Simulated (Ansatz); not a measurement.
The reference is SiC in the wurtzite structure (space group P6_3mc, No. 186).

```
CELL_PARAMETERS angstrom
      3.07548     0.00000     0.00000
     -1.53774     2.66344     0.00000
      0.00000     0.00000     5.04859
ATOMIC_POSITIONS crystal
  Si 0.66667 0.33333 0.00050
  Si 0.33333 0.66667 0.50050
  C  0.66667 0.33333 0.62470
  C  0.33333 0.66667 0.12470
```

Cartesian axes are those of the cell as printed.

Level of theory: Ansatz (a first-principles code), r2SCAN, PAW, cutoff 500 eV, scalar-relativistic without spin-orbit coupling, earlier PAW set.

Strains are applied to the cell and any free atomic positions relax; under biaxial strain the out-of-plane vector relaxes too.

One change was made to it. Results:

The smallest direct gap falls by 0.12 eV (4.48 eV → 4.36 eV); the band gap is still 2.65 eV; the valence-band top at Γ (three highest levels, from the VBM) becomes 0.00, -0.07, -0.16 eV (base: 0.00, 0.00, -0.11 eV).

What was done to the base?
(A) biaxial strain +1.89 %, plane normal [001], relaxed out of plane
(B) isotropic strain −1.43 %
(C) isotropic strain −0.65 %
(D) biaxial strain +3.46 %, plane normal [001], relaxed out of plane
(E) strain tensor (xx, yy, zz, yz, xz, xy) = (+0.12, +1.28, +0.24, +0.61, −0.10, +0.19) %

E, strain tensor (xx, yy, zz, yz, xz, xy) = (+0.12, +1.28, +0.24, +0.61, −0.10, +0.19) %. For comparison, the valence-band top at Γ in the other runs: isotropic strain −0.65 % gives 0.00, 0.00, -0.11 eV; biaxial strain +1.89 %, plane normal [001], relaxed out of plane gives 0.00, -0.07, -0.07 eV; isotropic strain −1.43 % gives 0.00, 0.00, -0.12 eV; biaxial strain +3.46 %, plane normal [001], relaxed out of plane gives 0.00, -0.17, -0.17 eV.

Stability against distortions was not tested.
